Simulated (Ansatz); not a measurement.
Base system: AlN in the wurtzite structure (space group P6_3mc, No. 186; a = 3.114 Å, c = 4.983 Å). Axes: x lies along a and z along c of the hexagonal cell.

Method: PBEsol, PAW, 420 eV (Ansatz, a program for electronic structure; no spin-orbit coupling).

Strains are applied to the cell and any free atomic positions relax; under biaxial strain the out-of-plane vector relaxes too.

One change was made to it. Results:

The pressure (mean of the normal stresses, compression positive) shrinks by 7.92 GPa, from 0.01 GPa to -7.91 GPa; the gap character stays direct at Γ; the electron mass is 0.28 mₑ (at Γ); the valence-band top at Γ (three highest levels, from the VBM) goes from 0.00, -0.22, -0.22 eV to 0.00, -0.58, -0.58 eV; the width of the top valence band grows by 0.09 eV, from 2.41 eV to 2.50 eV.

Problem. Name the change that was made.
A. biaxial strain +1.20 %, plane normal [001], relaxed out of plane
B. biaxial strain +2.40 %, plane normal [001], relaxed out of plane
C. biaxial strain +0.60 %, plane normal [001], relaxed out of plane
D. biaxial strain +3.00 %, plane normal [001], relaxed out of plane

Solution. D, biaxial strain +3.00 %, plane normal [001], relaxed out of plane. For comparison, the valence-band top at Γ in the other runs: biaxial strain +1.20 %, plane normal [001], relaxed out of plane gives 0.00, -0.38, -0.38 eV; biaxial strain +0.60 %, plane normal [001], relaxed out of plane gives 0.00, -0.30, -0.30 eV; biaxial strain +2.40 %, plane normal [001], relaxed out of plane gives 0.00, -0.52, -0.52 eV.

Effective masses come from finite differences of ±0.01 Å⁻¹. Stability against distortions was not tested.
